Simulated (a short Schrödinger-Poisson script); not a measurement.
System: single GaAs/Al0.15Ga0.85As quantum well.

```
layer        material  thickness (nm)
-----  --------------  --------------
1      Al0.15Ga0.85As              20
2                GaAs              10
3      Al0.15Ga0.85As              20
```

The device is made up for the run: typed textbook-type constants, with dimensions and the other settings drawn at random. GaAs: direct gap (eV) 1.424, conduction-band edge (eV) 0, electron mass (mₑ) 0.067, heavy-hole mass 0.377, light-hole mass 0.09. Al0.15Ga0.85As: direct gap (eV) 1.611, conduction-band edge (eV) 0.118, electron mass (mₑ) 0.0795, heavy-hole mass 0.392, light-hole mass 0.1035.

The valence-band edge of each layer lies one gap below its conduction-band edge. The electron's potential energy rises along the stack by the applied field. Mesh 0.03 nm at interfaces.

Q: Estimate e1 and hh1 for infinitely high walls at zero field, and compare with the finite well.

A: ħ²π²/(2mL²) gives 56.1 meV for the electron and 10.0 meV for the heavy hole. The finite well gives 25.3 and 6.4 meV, 0.45 and 0.64 of the estimates, as the states reach into the barriers (7 % of e1 lies outside the well).

From a short Schrödinger-Poisson script (our own, NumPy): one-band effective-mass equation with BenDaniel-Duke matching, electrons, heavy and light holes apart, hard walls at the outer ends, one valence edge for both holes (no strain splitting), no charge, excitons, band mixing or non-parabolicity; under a field the levels are quasi-bound states of a box, listed while three quarters of their weight lies within 4 nm of the wells.
